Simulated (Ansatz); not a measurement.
Input:

```yaml
crystal:
  lattice:
    - [0.00000, 3.28601, 3.32577]
    - [3.28601, 0.00000, 3.32577]
    - [3.28601, 3.28601, 0.00000]
  atoms:
    - { symbol: W, position: [0.00000, 0.00000, 0.00000] }
    - { symbol: Te, position: [0.25000, 0.25000, 0.25000] }
    - { symbol: Te, position: [0.75000, 0.75000, 0.75000] }
```

No spin polarisation.

All numbers come from Ansatz (a quantum-chemistry and plane-wave program) PBEsol, no spin-orbit coupling. Γ-centred 15×15×15 mesh, Fermi–Dirac width 0.1 eV.

### Question
Predict the band gap.

### Answer
Zero.

### Question
What stress (xx, yy, zz, yz, xz, xy; compression positive) does the calculation give?

### Answer
(-1.0, -1.0, -1.9, 0.0, 0.0, 0.0) GPa.

The cells carry an imposed strain or load. No phonon test of stability was made. The final runs are not spin-polarised. The cell was made from WTe2 (space group Fm-3m, No. 225; a hypothetical phase, not in the database extracts checked) by this change: uniaxial strain ε_zz = +1.21 %. WTe2 has a high density of states at the Fermi level and may be magnetic at this level.
